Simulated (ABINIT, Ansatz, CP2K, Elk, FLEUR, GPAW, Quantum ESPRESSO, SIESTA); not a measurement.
## Code comparison for SiO2 (P4_2/mnm, 6 atoms in the cell)

Self-consistent single point, at a second geometry (lattice scaled by 0.98). First geometry:

```
SiO2
1.0
    4.16205     0.00000     0.00000
    0.00000     4.16205     0.00000
    0.00000     0.00000     2.64824
Si O
2 4
Cartesian
  2.08103   2.08103   1.32412
  0.00000   0.00000   0.00000
  2.88497   2.88497   0.00000
  1.27708   1.27708   0.00000
  3.35811   0.80394   1.32412
  0.80394   3.35811   1.32412
```

Shared settings, as Ansatz (a program for electronic structure) writes them: kpoints.mp_grid.grid = 4 4 6; scf.occupations.method = fixed. Potentials and cutoffs stand in the table.

| code | model | ΔF from the first geometry (meV/atom) | pressure (GPa) | largest force (eV/Å) | gap on the mesh (eV) | cutoff |
|---|---|---|---|---|---|---|
| Elk | PBE, all-electron FP-LAPW, Elk's shipped species files, default APW+lo basis | – | – | – | 7.073 | default |
| Quantum ESPRESSO | PBE, PSlibrary PAW (PBE) pseudopotentials | 81.5 | 41.85 | 0.870 | 7.016 | 55 Ry |
| GPAW | PBE, GPAW PAW datasets PBE (gpaw-data 1.0.1) | 95.9 | – | 1.004 | 7.030 | 900 eV |
| CP2K | PBE, GPW, DZVP-MOLOPT-SR-GTH basis, GTH-PBE potentials (GTH_POTENTIALS) | 80.6 | 41.66 | 0.659 | 6.996 | grid 450 Ry |
| SIESTA | GGA PBE, numerical atomic orbitals DZP, PseudoDojo PBE standard norm-conserving potentials (rewritten from UPF to PSML) | 89.2 | 45.08 | 0.935 | 6.903 | grid 350 Ry |
| Ansatz | PBE, PAW files | 80.5 | 41.29 | 0.859 | 7.056 | default |
| ABINIT | PBE, PAW (JTH v2.0 PBE PAW) | 72.5 | 38.00 | 0.779 | 7.027 | 24 Ha |
| FLEUR | PBE, all-electron FLAPW (FLEUR), scalar-relativistic valence | 87.2 | – | 0.774 | 7.078 | Kmax 4.2 1/bohr |

A dash marks a value that a program does not give, or that is left out as unsure.

Gaps are read on the mesh.

The spread over the programs that give each value: ΔF from the first geometry within 23.4 meV/atom; pressure within 7.08 GPa; largest force within 0.345 eV/Å; gap on the mesh within 0.175 eV.

CP2K and SIESTA use small atom-centred bases, whose incompleteness enters pressures, forces and empty levels differently from a plane-wave cutoff. Elk and FLEUR treat all electrons, but the usual bases taken here (sphere radii, linearisation, local orbitals, empty states) were not tested for convergence, so the values are no reference for the others. Ansatz's pressure is given at a fixed set of plane waves, as the other plane-wave codes print theirs; with its correction for the finite basis it is 41.87 GPa (the shift of 0.59 GPa shows how far the cutoff is from converged). The pressure of GPAW is left out: its cutoff lies under the one at which its stress was checked. In the pressure, SIESTA (by 3.80) and ABINIT (by 3.28) lie more than 1 GPa from the median of the plane-wave programs. In the gap, SIESTA (by 0.126) lies more than 0.12 eV from the median of the plane-wave programs. In the force vectors, GPAW (by 0.140), CP2K (by 0.206), ABINIT (by 0.085) and FLEUR (by 0.090) lie more than 0.08 eV/Å from the median of the plane-wave programs.

The starting cell comes from a database of computed structures (which also holds hypothetical and non-ambient phases and stackings), without a prior relaxation at this level. Its lattice was rescaled by a random factor within 2.5 % of one. For this run, on top of that: lattice scaled by 0.98.

Keys are those of Ansatz 0.2.
